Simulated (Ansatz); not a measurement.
Defect migration in beta Ga2O3: interstitial K, charge state +1. Method: PBE, PAW (plane waves to 420 eV; Ansatz, a first-principles code).

Cell of 120 host sites held at the relaxed PBE lattice; the Γ point alone; Fermi-Dirac width 0.01 eV, spin-restricted; finite-size errors left in. No zero-point or tunnelling terms. The charge state is imposed; whether it is stable for some Fermi level was not computed. Sites that were not tried may lie lower.

Barriers: single points on a 2×2×2 k-point mesh shifted by half a step at the bands' geometries (they differ from the bands' own by up to 0.10 eV, and are uncertain by about as much).

The step: several atoms move together, K the farthest. Atoms about the jump, Cartesian Å from the middle of the jump, before and after:

```tsv
atom	x0	y0	z0	x1	y1	z1
K1	0.44	0.00	1.58	-0.44	0.00	-1.58
O2	0.18	-1.53	-0.48	0.24	-1.88	-0.37
O3	0.17	1.53	-0.48	0.24	1.88	-0.37
O4	2.64	0.00	1.33	1.76	0.00	1.23
O5	-2.24	0.00	0.42	-2.07	0.00	0.38
O6	2.31	0.00	-1.28	2.44	0.00	-1.48
Ga7	-1.39	-1.63	0.67	-1.17	-1.61	0.83
Ga8	-1.39	1.63	0.66	-1.17	1.60	0.83
O9	-1.58	0.00	-2.30	-2.17	0.00	-3.02
Ga10	0.34	0.00	-1.92	1.65	0.00	-3.19
Ga11	2.38	-1.60	0.06	2.10	-1.61	0.15
Ga12	2.38	1.60	0.06	2.10	1.60	0.15
O13	-0.98	-1.59	2.53	-0.66	-1.54	2.60
O14	-0.99	1.59	2.53	-0.66	1.53	2.60
```

Question: Give the saddle-point geometry and the barrier.

Answer: 
```csv
atom,x,y,z
K1,0.11,-0.02,-0.12
O2,0.10,-2.19,-0.26
O3,0.12,2.15,-0.29
O4,2.02,-0.01,1.23
O5,-2.21,0.00,0.49
O6,2.11,0.01,-1.51
Ga7,-1.45,-1.74,0.84
Ga8,-1.42,1.73,0.83
O9,-1.40,0.00,-2.31
Ga10,0.57,0.00,-2.74
Ga11,2.22,-1.72,0.18
Ga12,2.22,1.70,0.16
O13,-0.72,-1.55,2.52
O14,-0.72,1.55,2.52
```
It lies 2.64 eV above the start and 2.58 eV above the end. The saddle point's order was not checked, and it lies on a symmetry element of the cell, where a band can be held.
